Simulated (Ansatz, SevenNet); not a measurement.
For AlCr₂C (P6₃/mmc, No. 194, 8 atoms in the cell; start mp-9956), the machine-learned potential SevenNet-l3i5 (trained on PBE and PBE+U data) gives:

```
Quantity                          Result
------------------------------  --------
equilibrium lattice constant a   2.846 Å
lattice parameter c             12.681 Å
```

Question: What does r²SCAN-D4 (Ansatz, a quantum-chemistry and plane-wave program, PAW) give for the same quantities?

Answer: 
- lattice constant a: 2.814 Å (falls by 1.1 %)
- lattice parameter c: 12.601 Å (falls by 0.6 %)

Changes are worked out from the printed values.

Unless a cell is named, each level is at its own relaxed cell (SevenNet-l3i5 11.12, r²SCAN-D4 10.80 Å³/atom).

The crystal itself was run without spin with r²SCAN-D4; a magnetic state was not tried in these runs.

Caveats: the relaxation could not lower the start's symmetry, so the cell can be a saddle point above a distorted one (SevenNet-l3i5, r²SCAN-D4). Ansatz's density-functional and Hartree–Fock values are scalar-relativistic unless marked +SOC, with PAW data made under PBE.

A start named mp-… is a Materials Project structure, which need not be a measured phase.
